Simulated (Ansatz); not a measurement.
# Ge: stress against strain

Ge (diamond, Fd-3m, 22.860 Å³/atom at rest) under an equal strain ε in the (001) plane with the normal axis free, as in a coherent film. PBEsol in Ansatz, a plane-wave DFT program (PAW, default set), 420 eV, 14×14×14 Γ-centred mesh, Fermi-Dirac smearing 0.05 eV; ions are relaxed within the symmetry of each cell. Stress is positive for a compressed cell.

Here s stands for strain and y for stress xx.

| strain (%) | stress xx (GPa) |
|---|---|
| -1.50 | 1.99 |
| -1.00 | 1.29 |
| -0.50 | 0.63 |
| 0.00 | -0.01 |
| 0.50 | -0.61 |
| 1.00 | -1.19 |
| 1.50 | -1.75 |
| 3.00 | ? |

Fit y of the 7 rows that show it with a straight line. Means: s 0, y 0.050. About the means, the sum of products is -8.7100 and the sum of squares of s is 7.0000; the slope is their ratio. Least squares gives y = 0.050 - 1.2443·s. Residuals (row less fit): 0.074, -0.004, -0.042, -0.060, -0.038, 0.004, 0.066; standard error 0.058 (degrees of freedom: 5). The slope gives the biaxial elastic modulus of this plane = 124 ± 2 GPa.

Problem. Estimate the missing y (s = 3.00); what did the run itself give?

Solution. y = 0.050 - 1.2443 × 3.0 = -3.683 GPa. The calculation gives -3.27 GPa, 0.413 GPa above the prediction (7.9 % of the range of y in the table). The row lies outside the fitted rows, so this is an extrapolation. From the scatter of the fitted rows alone, a prediction at this place has a standard error of 0.090 GPa, so the miss is 4.6 times that.

One order more, fitted to all 13 runs of the series, follows each within 0.01, so the miss is the next term of a smooth law. This level leaves no gap over 0.05 eV at strain -1.50, -1.00, -0.50, 0.00, 1.00, 1.50, 3.00, where the mesh may be coarse. Rows are the converged runs of the series near zero and its far end; series whose fitted rows scatter by over a few per cent of the range, as at a crossing or softening among them, aren't shown in this form. Most that stay on the fit to the last digits aren't either.
